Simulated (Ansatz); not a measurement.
Take C in the diamond structure (space group Fd-3m, No. 227) as the base.

```yaml
crystal:
  lattice:
    - [0.00000, 1.77683, 1.77683]
    - [1.77683, 0.00000, 1.77683]
    - [1.77683, 1.77683, 0.00000]
  atoms:
    - { symbol: C, position: [0.50000, 0.50000, 0.50000] }
    - { symbol: C, position: [0.75000, 0.75000, 0.75000] }
```

Cartesian axes are those of the cell as printed.

The values are results of PBEsol, PAW, 420 eV (Ansatz, a quantum-chemistry and plane-wave program; spin-orbit coupling left out), earlier PAW set, not measurements.

Strains are applied to the cell and any free atomic positions relax; under biaxial strain the out-of-plane vector relaxes too.

One change was made to it. Results:

| quantity | base | after |
|---|---|---|
| smallest direct gap | 5.57 eV | 4.99 eV |
| energy relative to the base (free energy F) | 0 meV/atom | +11 meV/atom |

Task: Which change produced these results?
(A) strain tensor (xx, yy, zz, yz, xz, xy) = (+1.30, −0.58, +1.39, −0.64, −0.64, +0.30) %
(B) isotropic strain +0.33 %
(C) biaxial strain −1.12 %, plane normal [110], relaxed out of plane

Result: A, strain tensor (xx, yy, zz, yz, xz, xy) = (+1.30, −0.58, +1.39, −0.64, −0.64, +0.30) %. For comparison, the energy relative to the base in the other runs: biaxial strain −1.12 %, plane normal [110], relaxed out of plane gives +5.6 meV/atom; isotropic strain +0.33 % gives +0.8 meV/atom.

Whether these cells are dynamically stable was not tested.
